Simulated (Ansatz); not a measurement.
Hf2CuN3 (model structure, started from the LiSi2N3 type, Cmc2₁, No. 36, 12 atoms in the cell) was calculated with PBEsol+SOC (PAW; Ansatz, a program for electronic structure).

Settings: plane-wave cutoff 520 eV, 6×6×6 k mesh, Fermi–Dirac smearing 0.01 eV, PAW data made under PBE.

Cell (relaxed with PBEsol):

CuHf2N3 is modelled in the orthorhombic space group Cmc2₁ (No. 36), Pearson symbol oS24. Conventional cell: a = 10.3692 Å, b = 5.7361 Å, c = 5.4278 Å, α = β = γ = 90.00°. Cu on 4a is coordinated by 4 N at 2.017–2.125 Å (tetrahedral). Hf on 8b is coordinated by 4 N at 2.005–2.074 Å (tetrahedral). N1 on 8b is coordinated by 3 Hf at 2.060–2.074 Å and 1 Cu at 2.125 Å (tetrahedral). N2 on 4a is coordinated by 2 Hf at 2.005 Å and 2 Cu at 2.017–2.111 Å (tetrahedral). (Neighbours: up to the widest gap in distance over summed covalent radii, below 1.35, at either atom; cation-cation and far metal-metal contacts left out.)
(The calculation used a cell of 12 atoms; values per cell refer to that cell.)

Estimate the band gap, smallest direct gap on the k points sampled and direct gap at Γ that the calculation returns.


- band gap = 1.21 eV (indirect)
- smallest direct gap on the k points sampled = 1.44 eV
- direct gap at Γ = 1.81 eV

Note: the relaxation could raise the start's symmetry but not lower it, so the cell can be a saddle point; cell and atoms aren't relaxed at this level (largest force component 0.03 eV/Å, pressure -0.4 GPa).

Cost on a shared machine: very roughly 27 core-minutes.

A model structure was made by putting elements into a prototype or built by hand; it is no filed structure, need not be a known phase, and can be a saddle point held by its symmetry.
